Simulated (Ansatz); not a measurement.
**Rock-salt BeS (model structure)**

Computed with LDA (PAW; Ansatz, an electronic-structure program).

Numerical settings: plane-wave cutoff 500 eV, 16×16×16 k mesh, Fermi–Dirac smearing 0.05 eV, scalar-relativistic PAW data made under PBE.

Cell (relaxed at this level):

```cif
data_BeS
_chemical_formula_sum 'Be1 S1'
_space_group_name_H-M_alt 'P 1'
_space_group_IT_number 1
_cell_length_a 3.22115
_cell_length_b 3.22115
_cell_length_c 3.22115
_cell_angle_alpha 60.000
_cell_angle_beta 60.000
_cell_angle_gamma 60.000
loop_
_space_group_symop_operation_xyz
  'x, y, z'
loop_
_atom_site_label
_atom_site_type_symbol
_atom_site_fract_x
_atom_site_fract_y
_atom_site_fract_z
_atom_site_occupancy
Be1 Be 0.00000 0.00000 0.00000 1
S1 S 0.50000 0.50000 0.50000 1
```

```yaml
band_gap: 1.00 eV (on the SCF k mesh)
```

Note: the relaxation could raise the start's symmetry but not lower it, so the cell can be a saddle point.

Static lattice: no zero-point or thermal effects.

A model structure was made by putting elements into a prototype or built by hand; it is no filed structure, need not be a known phase, and can be a saddle point held by its symmetry.
